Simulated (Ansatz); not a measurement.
**Response to strain in hypothetical R-3m LuCuSe2**

Consider LuCuSe$_{2}$ (space group R-3m, No. 166; a = 3.995 Å, c = 18.405 Å (hexagonal axes); a hypothetical phase, not in the database extracts checked). Axes: x lies along a and z along c of the hexagonal cell.

Strains are applied to the cell and any free atomic positions relax.

All numbers come from Ansatz (a quantum-chemistry and plane-wave program) PBE, spin-orbit coupling left out.

Candidates:
(a) uniaxial strain ε_zz = −1.17 %
(b) isotropic strain +0.77 %
(c) uniaxial strain ε_yy = −0.32 %
(d) isotropic strain +0.96 %

Notes on the quantities. energy relative to the base: free energy F.

Problem. Order them by energy relative to the base, lowest first.

Solution. (c) uniaxial strain ε_yy = −0.32 % (+0.1 meV/atom), (a) uniaxial strain ε_zz = −1.17 % (+0.9 meV/atom), (b) isotropic strain +0.77 % (+2.3 meV/atom), (d) isotropic strain +0.96 % (+3.6 meV/atom)

No phonon test of stability was made. All final runs are without spin polarisation.
